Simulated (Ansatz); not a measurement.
An Ansatz (a first-principles code) input (Ansatz, PBE, PAW, cutoff 420 eV, no spin-orbit coupling):

Ansatz 0.2 input:
```yaml
crystal:
  lattice:
    - [0, 4.475856765, 4.475856765]
    - [4.475856765, 0, 4.475856765]
    - [4.475856765, 4.475856765, 0]
  atoms:
    - { symbol: C, position: [-0.0031422789, 0.0020375535, 0.5053876709] }
    - { symbol: C, position: [0.0003903679, 0.5040667409, -0.0000127129] }
    - { symbol: C, position: [0.0084371818, 0.4933667048, 0.5011558406] }
    - { symbol: C, position: [0.4960001729, 0.0003882515, 0.0013281156] }
    - { symbol: C, position: [0.5031503301, 0.0006752471, 0.4961107514] }
    - { symbol: C, position: [0.5031414799, 0.4993985257, -0.0019010655] }
    - { symbol: C, position: [0.5029516848, 0.5025793311, 0.4993396928] }
    - { symbol: Ta, position: [0.2474884366, 0.2503101063, 0.2479691054] }
    - { symbol: Ta, position: [0.2467814108, 0.2489075674, 0.7510361039] }
    - { symbol: Ta, position: [0.2483651112, 0.7482454513, 0.2510159873] }
    - { symbol: Ta, position: [0.2520289094, 0.7506487854, 0.7421047459] }
    - { symbol: Ta, position: [0.7515684008, 0.2486127714, 0.2574240513] }
    - { symbol: Ta, position: [0.7556057089, 0.2475305493, 0.7526405275] }
    - { symbol: Ta, position: [0.7575356478, 0.7462303545, 0.2409087639] }
    - { symbol: Ta, position: [0.7540765651, 0.7509515776, 0.7448092829] }
basis: { ecutwfc: 420, ecutrho_ratio: 4, xc_grid: 2, fft_grid_basis: typed }
kpoints: { mp_grid: { grid: [7, 7, 7] } }
hamiltonian:
  xc: pbe
  dispersion: none
  pseudopotentials: { kind: paw }
scf: { occupations: { method: fermi_dirac, width: 0.05 }, convergence: { dr2_threshold: 0.0000000015 } }
relax: { f_tol: 0.02, max_steps: 45 }
output: { forces: true, stress: true }
checkpoint: { write: state.ck, write_every: 1000 }
```

Q: Which symmetry and how many k-points will the program report, and about how many plane waves at Γ?

A: Space group P1 (ITA 1) with 1 operations, k-points 172 of 343, and 3479 plane waves at Γ.

Q: And the final pressure?

A: -3.88 GPa (compression positive).

The cell is small, so the values are those of an ordered compound at a high defect concentration; dilute-limit values will differ. The final runs are not spin-polarised. The cell was made from TaC in the rock salt structure (space group Fm-3m, No. 225) by this change: C vacancy. The defect cell is not spin-polarised.
